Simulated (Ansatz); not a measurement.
Take AlN in the wurtzite structure (space group P6_3mc, No. 186; a = 3.130 Å, c = 5.018 Å) as the base. Axes: x lies along a and z along c of the hexagonal cell.

Structures relaxed with Ansatz (an electronic-structure program) PBE, spin-orbit coupling left out.

Base:

Simulated powder pattern, Cu Kα1, λ = 1.54056 Å (kinematic, ideal powder, no thermal factors, no anomalous dispersion; the 8 strongest lines at most, above 2 %, up to 2θ = 90°):

```json
[
 {"2θ (°)": "33.02", "I/Imax (%)": "100", "hkl": "(100)"},
 {"2θ (°)": "35.76", "I/Imax (%)": "62", "hkl": "(002)"},
 {"2θ (°)": "37.68", "I/Imax (%)": "94", "hkl": "(101)"},
 {"2θ (°)": "49.46", "I/Imax (%)": "34", "hkl": "(102)"},
 {"2θ (°)": "58.96", "I/Imax (%)": "61", "hkl": "(110)"},
 {"2θ (°)": "65.52", "I/Imax (%)": "55", "hkl": "(103)"},
 {"2θ (°)": "70.91", "I/Imax (%)": "43", "hkl": "(112)"},
 {"2θ (°)": "72.12", "I/Imax (%)": "15", "hkl": "(201)"}
]
```

It is then changed as follows: tensile biaxial strain of 3.07 % in the plane normal to [001], as in epitaxy on a mismatched substrate; the out-of-plane cell vector and the atoms relax.

Question: How do the reflections move or split?

Answer: 
Simulated powder pattern, Cu Kα1, λ = 1.54056 Å (kinematic, ideal powder, no thermal factors, no anomalous dispersion; the 8 strongest lines at most, above 2 %, up to 2θ = 90°):

| 2θ (°) | d (Å) | I/Imax (%) | hkl |
|---|---|---|---|
| 32.00 | 2.794 | 100 | (100) |
| 36.45 | 2.463 | 58 | (002) |
| 36.96 | 2.430 | 84 | (101) |
| 49.28 | 1.847 | 34 | (102) |
| 57.04 | 1.613 | 63 | (110) |
| 65.94 | 1.415 | 46 | (103) |
| 69.61 | 1.349 | 44 | (112) |
| 69.93 | 1.344 | 15 | (201) |

The indices refer to the base's conventional cell; one index is shown for lines that coincide.

Whether these cells are dynamically stable was not tested.
